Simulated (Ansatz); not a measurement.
Start from VBiO4 (space group I4_1/a, No. 88).

```yaml
crystal:
  lattice:
    - [-2.56052, 2.56052, 5.81154]
    - [2.56052, -2.56052, 5.81154]
    - [2.56052, 2.56052, -5.81154]
  atoms:
    - { symbol: Bi, position: [0.75000, 0.25000, 0.50000] }
    - { symbol: Bi, position: [0.00000, 0.00000, 0.00000] }
    - { symbol: V, position: [0.25000, 0.75000, 0.50000] }
    - { symbol: V, position: [0.50000, 0.50000, 0.00000] }
    - { symbol: O, position: [0.07985, 0.96774, 0.39015] }
    - { symbol: O, position: [0.57759, 0.68969, 0.60985] }
    - { symbol: O, position: [0.71774, 0.82759, 0.38789] }
    - { symbol: O, position: [0.43969, 0.32985, 0.61211] }
    - { symbol: O, position: [0.67015, 0.28226, 0.10985] }
    - { symbol: O, position: [0.17241, 0.56031, 0.89015] }
    - { symbol: O, position: [0.03226, 0.42241, 0.11211] }
    - { symbol: O, position: [0.31031, 0.92015, 0.88789] }
```

Computed with r2SCAN, PAW, 500 eV (Ansatz, a first-principles code; spin-orbit coupling left out), earlier PAW set.

For the base:

- Pressure = 0.00 GPa

The change: every lattice vector is shortened by 3.26 %, atoms relaxed at fixed cell.

Task: What happens to the pressure?

Result: The pressure (mean of the normal stresses, compression positive) goes from zero to 17.49 GPa.

Task: What happens to the largest internal atomic displacement?

Result: The largest internal atomic displacement is 0.051 Å.

Task: What does the calculation give for the energy relative to the base after the change?

Result: The energy goes up by 60 meV/atom.

The cells carry an imposed strain or load. Whether these cells are dynamically stable was not tested. Starting moments died away, wholly or in part, for the base; another magnetic solution may exist. The final runs are not spin-polarised.
